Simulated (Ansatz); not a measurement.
Response to strain in Sn

Start from Sn in the diamond structure (space group Fd-3m, No. 227; a = 6.566 Å). Axes: x, y, z lie along the cube axes.

Strains are applied to the cell and any free atomic positions relax; under biaxial strain the out-of-plane vector relaxes too.

Level of theory: r2SCAN/PAW in Ansatz (a first-principles code), spin-orbit coupling left out.

Notes on the quantities. energy relative to the base: free energy F; pressure: mean of the normal stresses, compression positive.

```json
[
 {"variant": "base", "energy relative to the base": "0 meV/atom", "shortest interatomic distance": "284.3 pm", "pressure": "0.0 GPa"},
 {"variant": "biaxial strain −3.00 %, plane normal [001], relaxed out of plane", "energy relative to the base": "___", "shortest interatomic distance": "___", "pressure": "___"},
 {"variant": "biaxial strain −2.50 %, plane normal [001], relaxed out of plane", "energy relative to the base": "+10 meV/atom", "shortest interatomic distance": "281.9 pm", "pressure": "1.3 GPa"},
 {"variant": "biaxial strain −2.00 %, plane normal [001], relaxed out of plane", "energy relative to the base": "+6.4 meV/atom", "shortest interatomic distance": "282.4 pm", "pressure": "1.0 GPa"},
 {"variant": "biaxial strain −1.50 %, plane normal [001], relaxed out of plane", "energy relative to the base": "+3.5 meV/atom", "shortest interatomic distance": "282.8 pm", "pressure": "0.7 GPa"},
 {"variant": "biaxial strain −1.00 %, plane normal [001], relaxed out of plane", "energy relative to the base": "+1.6 meV/atom", "shortest interatomic distance": "283.3 pm", "pressure": "0.5 GPa"},
 {"variant": "biaxial strain −0.50 %, plane normal [001], relaxed out of plane", "energy relative to the base": "+0.4 meV/atom", "shortest interatomic distance": "283.8 pm", "pressure": "0.2 GPa"}
]
```

Some entries are withheld; estimate them.


- biaxial strain −3.00 %, plane normal [001], relaxed out of plane, energy relative to the base: +15 meV/atom
- biaxial strain −3.00 %, plane normal [001], relaxed out of plane, shortest interatomic distance: 281.4 pm
- biaxial strain −3.00 %, plane normal [001], relaxed out of plane, pressure: 1.5 GPa

No phonon test of stability was made.
